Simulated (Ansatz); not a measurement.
Short convergence ladders for a (110) slab of SnTe (cut from a parent of space group no. 225; 8 atoms in the cell)

```xyz
8
Lattice="6.2884 0.0000 0.0000 0.0000 4.4466 0.0000 0.0000 0.0000 20.6698" Properties=species:S:1:pos:R:3 pbc="T T T"
Sn     0.0000     1.1116     9.2233
Sn     3.1442     3.3349     7.0000
Sn     0.0000     1.1116    13.6698
Sn     3.1442     3.3349    11.4466
Te     0.0000     3.3349     7.0000
Te     3.1442     1.1116     9.2233
Te     0.0000     3.3349    11.4466
Te     3.1442     1.1116    13.6698
```

Base method: PBEsol, default PAW files made with PBE (plane waves; Ansatz, a program for electronic structure).

Base settings: basis.ecutwfc = 420 eV; kpoints.mp_grid.grid = 2 3 1; hamiltonian.xc = pbesol; hamiltonian.pseudopotentials = {kind: paw} (the program's default PAW files); scf.occupations.method = fermi_dirac; scf.occupations.width = 0.01 eV.

The count of work is k-points × plane waves × bands × iterations; it is no time. 

**The vacuum**

The mesh stays at the base's, so the ladder's end is converged at best in this setting alone.

Only quantities that move along the ladder and can be compared are tabulated; the gap is left out on so coarse a mesh.

```csv
vacuum between outermost atoms (Å),free energy less the last step's (meV/atom),largest difference of a force vector from the last step's (eV/Å),count of work / last
3.0,-58.30,0.657,0.27
4.0,-21.02,0.240,0.29
5.0,-6.08,0.072,0.36
6.0,-2.02,0.027,0.39
7.0,-0.74,0.010,0.37
8.0,-0.28,0.004,0.40
10.0,-0.04,0.000,0.46
12.0,-0.02,0.000,0.51
14.0,-0.01,0.000,0.57
17.0,-0.01,0.000,0.65
20.0,0.01,0.000,0.73
25.0,0.00,0.000,0.86
30.0,0.00,0.000,1.0
```

Smallest vacuum between outermost atoms (Å) that holds the free energy within 5 meV/atom of the last step, with all finer ones: 6.0, at 0.39 of the last step's count of work; the step before is off by 6.1 meV/atom.

Smallest vacuum between outermost atoms (Å) that holds the forces within 0.02 eV/Å of the last step, with all finer ones: 7.0, at 0.37 of the last step's count of work; the step before is off by 0.027 eV/Å.

**The k-point mesh**

Only quantities that move along the ladder and can be compared are tabulated.

| kpoints.mp_grid.grid | free energy less the last step's (meV/atom) | largest difference of a force vector from the last step's (eV/Å) | gap on the mesh (eV) | count of work / last |
|---|---|---|---|---|
| 1 2 1 | -674.12 | 0.641 | 0.886 | 0.042 |
| 2 2 1 | 199.20 | 0.589 | 0.623 | 0.083 |
| 2 3 1 | 114.47 | 0.474 | 0.704 | 0.083 |
| 3 4 1 | -29.39 | 0.121 | 0.527 | 0.12 |
| 4 5 1 | 2.76 | 0.100 | 0.478 | 0.19 |
| 4 6 1 | 4.75 | 0.097 | 0.404 | 0.25 |
| 5 6 1 | 0.25 | 0.033 | 0.461 | 0.25 |
| 5 8 1 | -0.07 | 0.044 | 0.337 | 0.31 |
| 6 9 1 | 0.44 | 0.032 | 0.375 | 0.42 |
| 7 10 1 | 0.12 | 0.022 | 0.363 | 0.50 |
| 9 12 1 | 0.37 | 0.007 | 0.356 | 0.73 |
| 10 14 1 | 0.00 | 0.000 | 0.341 | 1.0 |

Coarsest kpoints.mp_grid.grid that holds the free energy within 2 meV/atom of the last step, with all finer ones: 5 6 1, at 0.25 of the last step's count of work; the step before is off by 4.7 meV/atom.

The gap on the mesh jumps up and down from mesh to mesh; it is no smooth measure of convergence.

**The plane-wave cutoff**

The mesh stays at the base's, so the ladder's end is converged at best in this setting alone.

Only quantities that move along the ladder and can be compared are tabulated; the gap is left out on so coarse a mesh.

| basis.ecutwfc | free energy less the last step's (meV/atom) | largest difference of a force vector from the last step's (eV/Å) | count of work / last |
|---|---|---|---|
| 210 eV | 4033.67 | 0.137 | 0.14 |
| 250 eV | 658.63 | 0.036 | 0.16 |
| 295 eV | 61.06 | 0.004 | 0.21 |
| 355 eV | 2.68 | 0.001 | 0.27 |
| 420 eV | 1.02 | 0.000 | 0.35 |
| 505 eV | 0.22 | 0.000 | 0.47 |
| 630 eV | 0.05 | 0.000 | 0.65 |
| 840 eV | 0.00 | 0.000 | 1.0 |

Coarsest basis.ecutwfc that holds the forces within 0.01 eV/Å of the last step, with all finer ones: 295 eV, at 0.21 of the last step's count of work; the step before is off by 0.036 eV/Å.

Coarsest basis.ecutwfc that holds the free energy within 0.5 meV/atom of the last step, with all finer ones: 505 eV; the step before is off by 1.0 meV/atom.

On the base run: the starting cell has typed, rounded lattice constants, without a prior relaxation at this level. The slab is cut from that crystal, and its faces are unrelaxed. Its lattice was rescaled by up to half a per cent. Spin-orbit coupling is off. Spin polarisation is off, though cut faces can carry moments; a gap of a slab can lie between surface states. In the base run, forces exceed 1 eV/Å. Another mesh or the band path of this cell gives a smaller gap, so this value is not converged in the mesh.

Left out of this page: 1 run of the series outside the window shown, repeating another row's setting, or not comparable.

Keys are those of Ansatz 0.2.
